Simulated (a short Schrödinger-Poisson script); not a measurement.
Structure: MOS inversion layer, Al2O3 on p-type In0.53Ga0.47As, at 300 K.

```csv
layer,material,thickness (nm),Na (cm⁻³)
1,Al2O3,3.7,-
2,In0.53Ga0.47As,1200,1.1e17
```

Constants are typed, rounded textbook-type inputs, not results; the design itself was drawn at random and stands for no fabricated device. Al2O3: permittivity 9, conduction-band edge (eV) 3.16, gap (eV) 6.8, electron mass (mₑ) 0.3. In0.53Ga0.47As: permittivity 13.9, conduction-band edge (eV) 0, gap (eV) 0.74, Nv at 300 K (cm⁻³) 7.7e18.

Channel valleys (confinement mass, in-plane density-of-states mass, number): Γ 0.041, 0.041, 1. At the gate the conduction-band edge of layer 1 lies 3.4 eV − eVg above the Fermi level of the channel; the field vanishes at the back. Gaps are held at their typed values at every temperature. Mesh 0.03 nm at interfaces.

Solved with a short Schrödinger-Poisson script written for these runs: 1D Poisson equation in equilibrium, electrons quantum, Hartree (BenDaniel-Duke, 12 states a valley, the channel's in-plane mass for all, wave functions free to enter the dielectric), parabolic valleys, classical holes, full ionisation, no traps, pinning or gate leakage.

The same stack at other levels of the model or other numerical settings:

| run | sheet density of all electrons at Vg = 1 V (cm⁻²) | sheet density of all electrons at Vg = 0.4 V (cm⁻²) | capacitance at Vg = 1 V (μF/cm²) | centroid of the channel electrons at Vg = 1 V (nm) | rough cost against the base |
|---|---|---|---|---|---|
| base | 3.52e12 | 8.75e10 | 1.12 | 4.43 | about 1 |
| electrons treated as classical, Boltzmann | 6.81e12 | 3.22e11 | 1.97 | 0.86 | 0.05 |
| electrons treated as classical, Fermi-Dirac | 3.77e12 | 2.13e11 | 1.12 | 3.77 | 0.3 |
| electrons treated as quantum, Hartree plus LDA exchange-correlation | 3.64e12 | 9.98e10 | 1.14 | 4.34 | 1 |
| mesh six times as coarse | 3.50e12 | 8.50e10 | 1.11 | 4.47 | 0.2 |
| one subband a valley | 3.31e12 | 8.56e10 | 1.01 | 3.66 | 0.7 |

The classical rows ignore confinement, and Boltzmann statistics overrate the density once the band edge passes the Fermi level.

Above a few 1e12 electrons/cm² a light Γ valley is non-parabolic and upper valleys begin to fill, which the model leaves out.
